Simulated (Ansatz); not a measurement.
Base system: Cu in the fcc (Cu type) structure (space group Fm-3m, No. 225; relaxed with 0.1 eV smearing).

```
Cu
1.0
    0.00000     1.78838     1.78838
    1.78838     0.00000     1.78838
    1.78838     1.78838     0.00000
Cu
1
Direct
  0.00000   0.00000   0.00000
```

Cartesian axes are those of the cell as printed.

The values are results of r2SCAN (Ansatz, a program for electronic structure), spin-orbit coupling left out, not measurements.

For the base:

| Quantity | Value |
|---|---|
| Volume per atom | 11.44 Å³ |

Now apply this change: tensile biaxial strain of 1.25 % in the plane normal to [111], as in epitaxy on a mismatched substrate; the out-of-plane cell vector and the atoms relax.

**Question.** Predict the new volume per atom and in-plane stress.

**Answer.** The volume per atom rises by 0.18 Å³, from 11.44 Å³ to 11.62 Å³; the mean in-plane stress (compression positive) amounts to -3.6 GPa.

Whether these cells are dynamically stable was not tested. All final runs are without spin polarisation.
